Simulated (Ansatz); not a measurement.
# B2O3 (model structure, P-62c, No. 190, 10 atoms in the cell)

Level of theory: LDA (plane waves, PAW; Ansatz, a program for electronic structure).

Run with plane-wave cutoff 520 eV, 12×12×6 k mesh (along the axes of the cell as run), Fermi–Dirac smearing 0.01 eV, scalar-relativistic PAW data made under PBE.

Cell (relaxed at this level):

```yaml
crystal:
  lattice:
    - [4.33509, 0.00000, 0.00000]
    - [-2.16754, 3.75430, 0.00000]
    - [0.00000, 0.00000, 6.29727]
  atoms:
    - { symbol: O, position: [0.95653, 0.28970, 0.25000] }
    - { symbol: B, position: [0.66667, 0.33333, 0.25000] }
    - { symbol: B, position: [0.00000, 0.00000, 0.25000] }
    - { symbol: O, position: [0.71030, 0.66683, 0.25000] }
    - { symbol: O, position: [0.33317, 0.04347, 0.25000] }
    - { symbol: O, position: [0.28970, 0.95653, 0.75000] }
    - { symbol: B, position: [0.00000, 0.00000, 0.75000] }
    - { symbol: B, position: [0.33333, 0.66667, 0.75000] }
    - { symbol: O, position: [0.04347, 0.33317, 0.75000] }
    - { symbol: O, position: [0.66683, 0.71030, 0.75000] }
```

```
Property                       Result
--------  ---------------------------
band gap  4.49 eV (on the SCF k mesh)
```

Note: the relaxation could raise the start's symmetry but not lower it, so the cell can be a saddle point.

Computed values are for the static lattice.

It cost very roughly 4 core-minutes of CPU time.

A model structure was made by putting elements into a prototype or built by hand; it is no filed structure, need not be a known phase, and can be a saddle point held by its symmetry.
